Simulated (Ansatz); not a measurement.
The reference is CsPbBr$_{3}$ in the cubic perovskite structure (space group Pm-3m, No. 221; a = 5.770 Å).

All numbers come from Kohn–Sham DFT with the LDA functional, run in Ansatz (a quantum-chemistry and plane-wave program) with PAW and 420 eV plane waves, no spin-orbit coupling.

Before the change:

| Quantity | Value |
|---|---|
| Valley order | R along ⟨111⟩ 1.17 eV; Γ 2.42 eV |
| Shortest interatomic distance | 2.885 Å |
| Width of the top valence band | 2.37 eV |

Modification: cell and atoms relaxed at a pressure of 7.5 GPa.

What does the calculation give for the valley order, shortest interatomic distance and width of the top valence band after the change?

The valley order (the lowest conduction-band minima on the path, energy above the VBM, named in the base's zone) goes from R along ⟨111⟩ 1.17 eV; Γ 2.42 eV to R along ⟨111⟩ 0.09 eV; Γ 1.26 eV; the shortest interatomic distance shrinks by 0.176 Å (2.885 Å → 2.709 Å); the width of the top valence band increases by 1.54 eV to 3.91 eV.

Spin-orbit coupling, missing from the scalar runs, can matter with Pb. The levels and masses belong to the bands next to the band gap. Load acts through the strain it causes; cell and atoms are relaxed under it. Stability against distortions was not tested. Competing high-pressure phases were not computed. Many cubic perovskites are stable only at high temperature; tilts and polar distortions were not tested. This is not the structure that CsPbBr3 has at room temperature and ambient pressure.
